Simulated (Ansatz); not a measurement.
By PBEsol, the system below comes out a metal.

A figure of merit of an interconnect metal is its ballistic conductance per area.

Here is the system:

```
CELL_PARAMETERS angstrom
      3.09603     0.00000     0.00000
      0.00000     4.37844     0.00000
      1.54801     2.18922     1.54801
ATOMIC_POSITIONS crystal
  Ta 0.00000 0.00000 0.00000
  C  0.00000 0.50000 0.00000
```

The cell is strained (all lengths scaled by 0.98); by PBEsol it stands under a pressure of 15.7 GPa.

The current flows along the normal of the first two printed cell vectors, the (110) plane of the conventional cell. No spin-orbit coupling; the value is a mean over 0.1 eV about the Fermi level.

Predict the ballistic conductance per area from PBEsol (Ansatz, a program for electronic structure).

1.1 × 10¹⁵ S/m² for both spins.
